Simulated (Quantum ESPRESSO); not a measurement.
# Short convergence ladders for Cr (P-3m1, 2 atoms in the cell)

```
Cr
1.0
    2.43626     0.00000     0.00000
   -1.21813     2.10986     0.00000
    0.00000     0.00000     4.46821
Cr
2
Direct
  0.33333   0.66667   0.26119
  0.66667   0.33333   0.75000
```

Base method: LDA (PZ), GBRV 1.5 ultrasoft (LDA) pseudopotentials (plane waves; Quantum ESPRESSO 7.5).

Base settings: ecutwfc = 50 Ry; ecutrho = 400 Ry; occupations = smearing; smearing = gaussian; degauss = 0.0073499 Ry; potentials = {Cr: cr_lda_v1.5.uspp.F.UPF}; K_POINTS = automatic 9 9 5 0 0 0; conv_thr = 1e-10 Ry; mixing_beta = 0.3.

The count of work is k-points × plane waves × bands × iterations; it is no time. Core times come from one kind of shared machine, to one figure; runs under 30 s give none.

**The k-point mesh at a smearing width of 0.02 eV**

In this ladder: degauss = 0.00147 Ry.

Only quantities that move along the ladder and can be compared are tabulated.

| K_POINTS | free energy less the last step's (meV/atom) | pressure (GPa) | largest difference of a force vector from the last step's (eV/Å) | count of work / last | core time / last (rough) |
|---|---|---|---|---|---|
| automatic 5 5 3 0 0 0 | -30.35 | -6.69 | 0.055 | 0.013 | – |
| automatic 8 8 4 0 0 0 | -6.64 | -6.60 | 0.002 | 0.034 | – |
| automatic 11 11 6 0 0 0 | -5.84 | -6.22 | 0.014 | 0.087 | 0.1 |
| automatic 17 17 8 0 0 0 | 1.15 | -6.11 | 0.006 | 0.25 | 0.2 |
| automatic 25 25 12 0 0 0 | -0.04 | -6.17 | 0.011 | 0.66 | 0.7 |
| automatic 30 30 14 0 0 0 | 0.00 | -6.16 | 0.000 | 1.0 | 1 |

Coarsest K_POINTS that holds the pressure within 0.1 GPa of the last step, with all finer ones: automatic 11 11 6 0 0 0, at 0.087 of the last step's count of work and about 0.1 of the last step's time; the step before is off by 0.44 GPa.

Coarsest K_POINTS that holds the forces within 0.02 eV/Å: not settled: the last two steps still differ by 0.011 eV/Å, over half the tolerance, so the ladder does not show it.

Coarsest K_POINTS that holds the free energy within 2 meV/atom of the last step, with all finer ones: automatic 17 17 8 0 0 0, at 0.25 of the last step's count of work and about 0.2 of the last step's time; the step before is off by 5.8 meV/atom.

Two neighbours can agree and both be off: automatic 8 8 4 0 0 0 and automatic 11 11 6 0 0 0 differ by 0.79 meV/atom in the free energy, yet lie about 5.8 meV/atom from the last step.

**The width of Fermi-Dirac smearing**

In this ladder: smearing = fermi-dirac; K_POINTS = automatic 15 15 8 0 0 0.

Narrow widths need finer meshes than wide ones, so the last steps can hold mesh noise.

Only quantities that move along the ladder and can be compared are tabulated; pressure and forces are left out, as mesh noise rules them at narrow widths.

| degauss | free energy less the last step's (meV/atom) | energy extrapolated to zero width less the last step's (meV/atom) | core time / last (rough) |
|---|---|---|---|
| 0.073499 Ry | -2215.83 | -224.06 | 2 |
| 0.036749 Ry | -582.25 | -15.94 | 1 |
| 0.02205 Ry | -196.93 | -0.39 | 0.8 |
| 0.0073499 Ry | 0.00 | 0.00 | 1 |

Widest degauss that holds the energy extrapolated to zero width within 2 meV/atom of the last step, with all finer ones: 0.02205 Ry; the step before is off by 16 meV/atom.

Widest degauss that holds the free energy within 5 meV/atom: not settled: the last two steps still differ by 200 meV/atom, over half the tolerance, so the ladder does not show it.

The extrapolation to zero width removes most of the smearing's effect on the energy.

**The SCF threshold**

The mesh stays at the base's, so the ladder's end is converged at best in this setting alone.

Only quantities that move along the ladder and can be compared are tabulated.

| conv_thr | free energy less the last step's (meV/atom) | largest difference of a force vector from the last step's (eV/Å) | count of work / last |
|---|---|---|---|
| 0.0073 Ry | 13.93 | 0.083 | 0.32 |
| 7.3e-05 Ry | 0.06 | 0.009 | 0.41 |
| 7.3e-07 Ry | 0.00 | 0.002 | 0.50 |
| 7.3e-09 Ry | 0.00 | 0.000 | 0.68 |
| 1e-10 Ry | 0.00 | 0.000 | 0.77 |
| 7.3e-14 Ry | 0.00 | 0.000 | 1.0 |

Coarsest conv_thr that holds the forces within 0.02 eV/Å of the last step, with all finer ones: 7.3e-05 Ry, at 0.41 of the last step's count of work; the step before is off by 0.083 eV/Å.

Coarsest conv_thr that holds the free energy within 1 meV/atom of the last step, with all finer ones: 7.3e-05 Ry, at 0.41 of the last step's count of work; the step before is off by 14 meV/atom.

On the base run: the starting cell comes from a database of computed structures (which also holds hypothetical and non-ambient phases and stackings), without a prior relaxation at this level. Its lattice was rescaled by up to half a per cent. One atom was moved a little off its site on purpose. Spin polarisation is off. In the base run, with a pressure of about -6 GPa the cell is away from its equilibrium volume at this level.

Left out of this page: 2 runs of the series outside the window shown, repeating another row's setting, or not comparable.
